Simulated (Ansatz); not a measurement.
Results of LDA in Ansatz (plane waves, PAW) for ZnSnO3 (R3c, No. 161, 10 atoms in the cell; start mp-13334).

Settings: plane-wave cutoff 500 eV, 10×10×10 k mesh, gaussian smearing 0.02 eV, scalar-relativistic PAW data made under PBE.

Cell (relaxed at this level):

Space group R3c, hexagonal axes (No. 161); a = 5.2251 Å, b = 5.2251 Å, c = 13.8643 Å, α = 90.00°, β = 90.00°, γ = 120.00°

```tsv
atom	site	symmetry	x	y	z
Zn	6a	3.	0.0000	0.0000	0.2153
Sn	6a	3.	0.0000	0.0000	0.4975
O	18b	1	0.0075	0.3064	0.0962
```
(The calculation used a cell of 10 atoms; values per cell refer to that cell.)

Problem. Predict the band gap.

Solution. 
- band gap = 1.45 eV (on the SCF k mesh)

Note: the relaxation could not lower the start's symmetry, so the cell can be a saddle point above a distorted one.

Spin–orbit coupling is not included.

Computed values are for the static lattice.

Computing time: about 4 core-minutes (a rough figure).

A start named mp-… is a Materials Project structure, which need not be a measured phase.

Ansatz is a first-principles code.
